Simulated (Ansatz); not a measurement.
## Rh, response to strain

The reference is Rh in the fcc (Cu type) structure (space group Fm-3m, No. 225; a = 3.755 Å; relaxed with 0.1 eV smearing).

Strains are applied to the cell and any free atomic positions relax.

The values are results of LDA/PAW in Ansatz (a first-principles code), no SOC, not measurements.

Notes on the quantities. energy relative to the base: free energy F.

| isotropic strain (%) | energy relative to the base (meV/atom) |
|---|---|
| -2.5 | 81.3 |
| -2 | 50.9 |
| -1.5 | 28.1 |
| -0.5 | ? |
| 0 | 0.0 |
| 1.5 | 24.8 |
| 2 | 43.2 |
| 2.5 | 66.2 |
| 3 | 93.5 |

Fit ΔE = Aε² + Bε³ (ε in %) to the rows shown and predict the withheld row.

Least squares on the printed values gives A = 11.8 and B = -0.48 meV/atom (largest residual 0.2 meV/atom); this predicts 3.0 meV/atom, and the run gives 3.0 meV/atom, in agreement.

No phonon test of stability was made. All final runs are without spin polarisation. Rh lies near a magnetic instability that expansion can trigger; it was not tested.
